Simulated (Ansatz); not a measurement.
**WC: biaxial strain −0.37 %, plane normal [001], relaxed out of plane**

The reference is WC (space group P-6m2, No. 187; a = 2.922 Å, c = 2.846 Å; relaxed with 0.1 eV smearing). Axes: x lies along a and z along c of the hexagonal cell.

It is then changed as follows: biaxial strain −0.37 %, plane normal [001], relaxed out of plane (Cartesian); in-plane vectors clamped, the third vector and the atoms free.

Computed with DFT with PBE, PAW potentials and a 420 eV plane-wave cutoff in Ansatz (a program for electronic structure), no spin-orbit coupling. k-mesh 23×23×20 (Γ-centred); smearing 0.1 eV (Fermi–Dirac).

The volume per atom decreases by 0.064 Å³, from 10.53 Å³ to 10.46 Å³ and the space group remains P-6m2 (No. 187). The shortest interatomic distance decreases by 0.0035 Å to 2.204 Å and the pressure (mean of the normal stresses, compression positive) goes from zero to 2.2 GPa. The band gap stays zero and the out-of-plane strain amounts to +0.13 %.

Cost of the whole job for the changed cell (relaxation, final SCF and bands): very roughly 70 core-seconds.

Whether these cells are dynamically stable was not tested. All final runs are without spin polarisation.
